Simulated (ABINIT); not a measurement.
A self-consistent single point of TiOs3 (Pm-3m, 4 atoms in the cell) with ABINIT.

Method: LDA (PW92), norm-conserving pseudopotentials (PseudoDojo nc-sr-04 LDA standard) (plane waves; ABINIT).

```
TiOs3
1.0
    3.87179     0.00000     0.00000
    0.00000     3.87179     0.00000
    0.00000     0.00000     3.87179
Ti Os
1 3
Direct
  0.00000   0.00000   0.00000
  0.50000   0.50000   0.00000
  0.00000   0.50000   0.50000
  0.50000   0.00000   0.50000
```

Reference input (self-consistent single point, DFT, LDA (PW92), plane waves, norm-conserving pseudopotentials (PseudoDojo nc-sr-04 LDA standard)): pseudos = [Ti.upf, Os.upf]; ecut = 42 Ha; occopt = 6; tsmear = 0.00999582 Ha; ngkpt = 5 5 5; nshiftk = 1; shiftk = 0 0 0; potentials = PseudoDojo nc-sr-04 LDA standard; nband = 39; kptopt = 1; nstep = 60; toldfe = 1e-09 Ha. This run's input differs from it in these lines:

```diff
@@ -19,6 +19,6 @@
 occopt 6
-tsmear 0.00999582
+tsmear 0.01102480
 nband 39
 kptopt 1
-ngkpt 5 5 5
+ngkpt 9 9 9
 nshiftk 1
```

Output (repeated stretches shortened):

```
--- !BeginCycle
solver: {iscf: 7, nstep: 60, nline: 4, wfoptalg: 0, }
tolerances: {toldfe: 1.00E-09, }
...

     iter   Etot(hartree)      deltaE(h)  residm     vres2
 ETOT  1  -362.96163916338    -3.630E+02 2.024E-01 1.463E+02
 ETOT  2  -363.16214363999    -2.005E-01 9.021E-02 1.243E+02
 ETOT  3  -363.14139780868     2.075E-02 2.514E-02 3.200E+02
 ETOT  4  -363.19012794906    -4.873E-02 5.492E-03 1.684E+00
 ETOT  5  -363.19043012630    -3.022E-04 2.896E-03 2.933E-03
 ETOT  6  -363.19043106289    -9.366E-07 2.856E-03 3.072E-04
 ETOT  7  -363.19043112129    -5.841E-08 1.243E-03 1.056E-05
 ETOT  8  -363.19043112432    -3.026E-09 1.105E-03 1.192E-07
 ETOT  9  -363.19043112439    -7.174E-11 6.557E-04 1.375E-09
 ETOT 10  -363.19043112439    -2.728E-12 4.987E-04 8.317E-10
 At SCF step   10, etot is converged :
  for the second time, diff in etot=  2.728E-12 < toldfe=  1.000E-09

 Cartesian components of stress tensor (hartree/bohr^3)
  sigma(1 1)=  4.43760474E-04  sigma(3 2)=  0.00000000E+00
  sigma(2 2)=  4.43760474E-04  sigma(3 1)=  0.00000000E+00
  sigma(3 3)=  4.43760474E-04  sigma(2 1)=  0.00000000E+00

 ----iterations are completed or convergence reached----

 reduced coordinates (array xred) for    4 atoms
       0.000000000000      0.000000000000      0.000000000000
       0.500000000000      0.500000000000      0.000000000000
       0.000000000000      0.500000000000      0.500000000000
       0.500000000000      0.000000000000      0.500000000000
 cartesian forces (eV/Angstrom) at end:
    1     -0.00000000000000    -0.00000000000000    -0.00000000000000
   [... lines left out ...]
 Fermi (or HOMO) energy (hartree) =   0.57566   Average Vxc (hartree)=  -0.53635
   [... lines left out ...]
total_energy        : -3.63190431124392E+02
total_energy_eV     : -9.88291423560473E+03
band_energy         : -2.88770223053347E+01
...

-Cartesian components of stress tensor (GPa)         [Pressure= -1.3056E+01 GPa]
- sigma(1 1)=  1.30558817E+01  sigma(3 2)=  0.00000000E+00
- sigma(2 2)=  1.30558817E+01  sigma(3 1)=  0.00000000E+00
- sigma(3 3)=  1.30558817E+01  sigma(2 1)=  0.00000000E+00

 Calculation completed.
```

The run converged in 10 iterations. Against the reference run the free energy drops by 9.4 meV/atom and the pressure goes from -13.16 to -13.06 GPa.

The starting cell comes from a database of computed structures (which also holds hypothetical and non-ambient phases and stackings), without a prior relaxation at this level. Its lattice was rescaled by a random factor within 2.5 % of one. Spin polarisation is off. With a pressure of about -13 GPa the cell is away from its equilibrium volume at this level.

Cost on one core of a shared machine: roughly 5 min.
